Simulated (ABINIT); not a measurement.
**A self-consistent single point of BaLa₂ZnO₅ (I4/mcm, 18 atoms in the cell) with ABINIT**

Level of theory: PBEsol, PAW (JTH v2.0 PBE PAW, files made for PBE) (plane waves; ABINIT).

Input:

```
# BaLa2ZnO5, JTH v2.0 PBE PAW
pp_dirpath "./"
pseudos "Ba.GGA_PBE-JTH.xml, La.GGA_PBE-JTH.xml, Zn.GGA_PBE-JTH.xml, O.GGA_PBE-JTH.xml"
acell 3*1.0 Angstrom
rprim
        -3.4303680000    3.4303680000    5.7547830000
         3.4303680000   -3.4303680000    5.7547830000
         3.4303680000    3.4303680000   -5.7547830000
natom 18
ntypat 4
znucl 56 57 30 8
typat 1 1 2 2 2 2 3 3 4 4 4 4 4 4 4 4 4 4
xcart
        -0.0000000000    0.0000000000    2.8773915000
        -0.0000000000    0.0000000000    8.6321745000
         1.1944541376    4.6248221376    0.0000000000
         2.2359138624    1.1944541376   -0.0000000000
         2.2359138624   -1.1944541376    5.7547830000
         1.1944541376    2.2359138624    5.7547830000
        -0.0000000000    3.4303680000    2.8773915000
         3.4303680000    0.0000000000    2.8773915000
        -0.9742245120    2.4561434880    7.2970648440
         0.9742245120    2.4561434880    1.5422818440
         4.4045925120    0.9742245120    1.5422818440
         2.4561434880    0.9742245120    7.2970648440
         2.4561434880    0.9742245120    4.2125011560
         4.4045925120    0.9742245120   -1.5422818440
         0.9742245120    2.4561434880   -1.5422818440
        -0.9742245120    2.4561434880    4.2125011560
         0.0000000000    0.0000000000    0.0000000000
        -0.0000000000    0.0000000000    5.7547830000
      Angstrom
ecut 60 Ry
pawecutdg 120 Ry
pawovlp -1
pawxcdev 0
ixc -116133
occopt 3
tsmear 0.1 eV
nband 91
kptopt 1
ngkpt 3 3 3
nshiftk 1
shiftk 0 0 0
nstep 60
tolvrs 1.0e-10
prtwf 0
prtden 0
```

Log, with long lists cut:

```
 Symmetries : space group I4/m c m (#140); Bravais tI (body-center tetrag.)

 -outvars: echo values of preprocessed input variables --------
            acell      1.8897261329E+00  1.8897261329E+00  1.8897261329E+00 Bohr
             ecut      3.00000000E+01 Hartree
              ixc     -116133
         kptrlatt        3    0    0      0    3    0      0    0    3
          kptrlen      3.88947363E+01
            natom          18
            nband          91
            ngfft          72      72      72
          ngfftdg         100     100     100
             nkpt           6
            nstep          60
             nsym          16
           ntypat           4
           occopt           3
        pawecutdg      6.00000000E+01 Hartree
          pawovlp     -1.0000000000E+00
         pawxcdev           0
            rprim     -3.4303680000E+00  3.4303680000E+00  5.7547830000E+00
                       3.4303680000E+00 -3.4303680000E+00  5.7547830000E+00
                       3.4303680000E+00  3.4303680000E+00 -5.7547830000E+00
          spgroup         140
           tolvrs      1.00000000E-10
           tsmear      3.67493254E-03 Hartree
            typat      1  1  2  2  2  2  3  3  4  4  4  4  4  4  4  4  4  4
           useylm           1
             xred      2.5000000000E-01  2.5000000000E-01  0.0000000000E+00
                       7.5000000000E-01  7.5000000000E-01  0.0000000000E+00
                       6.7410000000E-01  1.7410000000E-01  8.4820000000E-01
                       1.7410000000E-01  3.2590000000E-01  5.0000000000E-01
                       3.2590000000E-01  8.2590000000E-01  1.5180000000E-01
                       8.2590000000E-01  6.7410000000E-01  5.0000000000E-01
                       7.5000000000E-01  2.5000000000E-01  5.0000000000E-01
                       2.5000000000E-01  7.5000000000E-01  5.0000000000E-01
                       9.9200000000E-01  4.9200000000E-01  2.1600000000E-01
                       4.9200000000E-01  2.7600000000E-01  5.0000000000E-01
                       2.7600000000E-01  7.7600000000E-01  7.8400000000E-01
                       7.7600000000E-01  9.9200000000E-01  5.0000000000E-01
                       5.0800000000E-01  7.2400000000E-01  5.0000000000E-01
                       8.0000000000E-03  5.0800000000E-01  7.8400000000E-01
                       2.2400000000E-01  8.0000000000E-03  5.0000000000E-01
                       7.2400000000E-01  2.2400000000E-01  2.1600000000E-01
                       0.0000000000E+00  0.0000000000E+00  0.0000000000E+00
                       5.0000000000E-01  5.0000000000E-01  0.0000000000E+00
            znucl       56.00000   57.00000   30.00000    8.00000

== DATASET  1 ==================================================================

 Real(R)+Recip(G) space primitive vectors, cartesian coordinates (Bohr,Bohr^-1):
 R(1)= -6.4824561  6.4824561 10.8749638  G(1)=  0.0000000  0.0771313  0.0459772
 R(2)=  6.4824561 -6.4824561 10.8749638  G(2)=  0.0771313  0.0000000  0.0459772
 R(3)=  6.4824561  6.4824561-10.8749638  G(3)=  0.0771313  0.0771313  0.0000000
 Unit cell volume ucvol=  1.8279612E+03 bohr^3
 Angles (23,13,12)=  1.25772927E+02  1.25772927E+02  8.02616713E+01 degrees

 Coarse grid specifications (used for wave-functions):

 getcut: wavevector=  0.0000  0.0000  0.0000  ngfft=  72  72  72
         ecut(hartree)=     30.000   => boxcut(ratio)=   2.05305

 Fine grid specifications (used for densities):

 getcut: wavevector=  0.0000  0.0000  0.0000  ngfft= 100 100 100
         ecut(hartree)=     60.000   => boxcut(ratio)=   2.01637

   6.51174362E+04                                ecore*ucvol(ha*bohr**3)

_setup2: Arith. and geom. avg. npw (full set) are   14344.926   14344.916

--- !BeginCycle
solver: {iscf: 17, nstep: 60, nline: 4, wfoptalg: 10, }
tolerances: {tolvrs: 1.00E-10, }
...

     iter   Etot(hartree)      deltaE(h)  residm     nres2
 ETOT  1  -457.48283708164    -4.575E+02 1.832E+00 1.737E+03
 ETOT  2  -477.29768848791    -1.981E+01 4.654E-01 3.478E+03
 ETOT  3  -472.92392111104     4.374E+00 1.020E-01 1.154E+03
 ETOT  4  -471.18259409915     1.741E+00 3.145E-01 5.513E+02
 ETOT  5  -470.66919960523     5.134E-01 2.259E-01 1.192E+02
 ETOT  6  -470.96582956862    -2.966E-01 2.943E-02 1.924E+02
   [... 29 lines left out ...]
 ETOT 36  -470.44361270651     1.080E-11 9.690E-05 8.889E-10
 ETOT 37  -470.44361270651     6.310E-12 1.909E-04 1.895E-10
 ETOT 38  -470.44361270651    -6.082E-12 1.017E-04 1.029E-10
 ETOT 39  -470.44361270651     5.116E-13 2.126E-04 1.342E-10
 ETOT 40  -470.44361270652    -2.785E-12 1.102E-04 8.793E-11

 At SCF step   40       nres2   =  8.79E-11 < tolvrs=  1.00E-10 =>converged.

 Cartesian components of stress tensor (hartree/bohr^3)
  sigma(1 1)= -9.61964496E-06  sigma(3 2)=  0.00000000E+00
  sigma(2 2)= -9.61964496E-06  sigma(3 1)=  0.00000000E+00
  sigma(3 3)= -2.47314894E-05  sigma(2 1)=  0.00000000E+00

 ----iterations are completed or convergence reached----

 reduced coordinates (array xred) for   18 atoms
       0.250000000000      0.250000000000      0.000000000000
       0.750000000000      0.750000000000      0.000000000000
       0.674100000000      0.174100000000      0.848200000000
   [... 15 lines left out ...]
 cartesian forces (eV/Angstrom) at end:
    1      0.00000000000000     0.00000000000000     0.00000000000000
    2      0.00000000000000     0.00000000000000     0.00000000000000
    3      0.05168828481432     0.05168828481432     0.00000000000000
   [... 15 lines left out ...]
 frms,max,avg= 2.4758487E-01 3.7485863E-01   0.000E+00  0.000E+00  0.000E+00 e/A
 length scales=  1.889726132886  1.889726132886  1.889726132886 bohr
              =  1.000000000000  1.000000000000  1.000000000000 angstroms
 Fermi (or HOMO) energy (hartree) =   0.20862   Average Vxc (hartree)=  -0.41424
 Eigenvalues (hartree) for nkpt=   6  k points:
 kpt#   1, nband= 91, wtk=  0.03704, kpt=  0.0000  0.0000  0.0000 (reduced coord)
  -0.96334   -0.95331   -0.95331   -0.95251   -0.79288   -0.79216   -0.50355   -0.48898
  -0.47501   -0.47187   -0.47187   -0.46427   -0.46311   -0.46311   -0.46057   -0.43109
  -0.36657   -0.35784   -0.35357   -0.35357   -0.34620   -0.34620   -0.33770   -0.33400
  -0.33131   -0.33131   -0.31710   -0.30529   -0.25120   -0.25120   -0.24891   -0.24838
  -0.24838   -0.24277   -0.03553   -0.03494   -0.03411   -0.03411   -0.03371   -0.03371
  -0.03302   -0.03094   -0.03057   -0.03045   -0.01513   -0.00249    0.01544    0.02342
   0.03641    0.03696    0.03696    0.04891    0.04891    0.07599    0.07599    0.08076
   0.08243    0.08255    0.08255    0.09042    0.09991    0.09991    0.11044    0.11116
   0.11262    0.11630    0.12349    0.12601    0.12601    0.12969    0.13125    0.13125
   0.15088    0.15088    0.27335    0.29487    0.30447    0.30884    0.30973    0.30988
   0.30988    0.31267    0.31267    0.31752    0.32405    0.32405    0.32517    0.32968
   0.32968    0.33352    0.33488
      occupation numbers for kpt#   1
   2.00000    2.00000    2.00000    2.00000    2.00000    2.00000    2.00000    2.00000
   2.00000    2.00000    2.00000    2.00000    2.00000    2.00000    2.00000    2.00000
   2.00000    2.00000    2.00000    2.00000    2.00000    2.00000    2.00000    2.00000
   2.00000    2.00000    2.00000    2.00000    2.00000    2.00000    2.00000    2.00000
   2.00000    2.00000    2.00000    2.00000    2.00000    2.00000    2.00000    2.00000
   2.00000    2.00000    2.00000    2.00000    2.00000    2.00000    2.00000    2.00000
   2.00000    2.00000    2.00000    2.00000    2.00000    2.00000    2.00000    2.00000
   2.00000    2.00000    2.00000    2.00000    2.00000    2.00000    2.00000    2.00000
   2.00000    2.00000    2.00000    2.00000    2.00000    2.00000    2.00000    2.00000
   2.00000    2.00000    0.00000    0.00000    0.00000    0.00000    0.00000    0.00000
   0.00000    0.00000    0.00000    0.00000    0.00000    0.00000    0.00000    0.00000
   0.00000    0.00000    0.00000
 prteigrs : prtvol=0 or 1, do not print more k-points.

--- !EnergyTerms
comment             : Components of total free energy in Hartree
kinetic             :  1.46820936853509E+02
hartree             :  9.98260258696881E+01
xc                  : -9.38791072761777E+01
Ewald energy        : -3.77717869411708E+02
psp_core            :  3.56229858401504E+01
local_psp           : -3.31255014805063E+02
spherical_terms     :  5.01384253782628E+01
internal            : -4.70443617551338E+02
'-kT*entropy'       : -7.20912438908313E-09
total_energy        : -4.70443617558547E+02
total_energy_eV     : -1.28014218618727E+04
...

-Cartesian components of stress tensor (GPa)         [Pressure=  4.3122E-01 GPa]
- sigma(1 1)= -2.83019678E-01  sigma(3 2)=  0.00000000E+00
- sigma(2 2)= -2.83019678E-01  sigma(3 1)=  0.00000000E+00
- sigma(3 3)= -7.27625416E-01  sigma(2 1)=  0.00000000E+00

 Calculation completed.
```

The run converged in 40 iterations.

The starting cell comes from a database of published, mostly measured structures (it also holds non-ambient and calculated ones), without a prior relaxation at this level. Its lattice was rescaled by a random factor within 2.5 % of one. The potentials were made for another functional than the one used.

Cost on one core of a shared machine: roughly 30 min.
